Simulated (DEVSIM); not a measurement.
Structure: Pd/SiO2/n-Ge capacitor, at 400 K.

| layer (left to right) | material | thickness (nm) | Nd (cm⁻³) |
|---|---|---|---|
| 1 | SiO2 | 1.90 | - |
| 2 | Ge | 4200 | 2e16 |

Metal gate on the left, work function 5.2 eV. Fixed charge at the semiconductor interface 0 cm⁻² (in units of +e); no interface traps.

This is a model device: material constants are rounded textbook-type values typed into the input, and sizes, dopings and lifetimes were drawn at random. Values at 300 K; Nc and Nv go as T^1.5, mobilities as T to minus their exponent, the gap by Varshni's rule with the affinity fixed.

```csv
parameter,SiO2,Ge
gap (eV),9,0.664
affinity (eV),0.9,4
permittivity,3.9,16
Nc (cm⁻³),-,1.04e19
Nv (cm⁻³),-,6e18
Varshni α (eV/K),-,0.000477
Varshni β (K),-,235
```

Simulated with DEVSIM: 1D Poisson equation in equilibrium, Boltzmann statistics, complete ionisation; no quantum confinement or tunnelling. Metal contacts follow the ideal Schottky-Mott rule: no Fermi-level pinning, no interface dipoles.

The interface trap density was swept, all else fixed.

| interface trap density (cm^-2 eV^-1) | threshold voltage (band bending 2φF) (V) | minimum of the low-frequency capacitance (μF/cm²) |
|---|---|---|
| 0 | 0.76 | 0.166 |
| 1e10 | 0.76 | 0.167 |
| 1e11 | 0.76 | 0.179 |
| 3e11 | 0.76 | 0.203 |
| 1e12 | ___ | ___ |
| 2e12 | 0.73 | 0.391 |

Question: Complete the blanks.

Answer: 
- 1e12, threshold voltage (band bending 2φF) (V): 0.75
- 1e12, minimum of the low-frequency capacitance (μF/cm²): 0.285
